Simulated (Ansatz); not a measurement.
The starting structures come from a database of crystals and need not be the phases stable at ambient conditions.

By PBEsol, the system below comes out a metal.

A figure of merit of an interconnect metal is its ballistic conductance per area.

Given:

```
CELL_PARAMETERS angstrom
      3.11548     0.00000     0.00000
      0.00000     3.11548     0.00000
      0.00000     0.00000     3.11548
ATOMIC_POSITIONS crystal
  Ti 0.00000 0.00000 0.00000
  Al 0.50000 0.50000 0.50000
```

Space group of this cell: Pm-3m, CsCl type. The cell is strained (all lengths scaled by 0.98); by PBEsol its mean pressure is 5.0 GPa.

The current flows along the normal of the first two printed cell vectors, the (001) plane of the conventional cell. No spin-orbit coupling; the value is a mean over 0.1 eV about the Fermi level.

Task: Estimate the ballistic conductance per area that PBEsol in Ansatz (a program for electronic structure) returns for this system.

Result: 0.87 × 10¹⁵ S/m² for both spins.
